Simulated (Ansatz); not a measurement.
A (4,2) carbon nanotube has 56 atoms in a period of 11.286 Å, a mean diameter of 4.29 Å, and lies 453 meV/atom over the flat sheet relaxed at the same level.

The numbers are results of PBE (plane waves to 420 eV, PAW; Ansatz, a quantum-chemistry and plane-wave program), not measurements. Mesh 1×1×6. No spin polarisation. Isolated but for its images some 11 Å away. An idealised model, rolled from the flat sheet. Symmetry and one short period hold its shape; lower forms weren't sought.

Question: Which bending rigidity of the sheet does this imply in the thin-plate picture?

Answer: A plate bent to radius R stores D/(2R²) an area. The area an atom is π × 4.29 × 11.286/56 = 2.72 Å², so the stored energy is 0.453/2.72 = 0.1665 eV/Å². With R = 2.145 Å, D = 2R² × 0.1665 = 1.5 eV. At this curvature the harmonic plate is a rough guide.
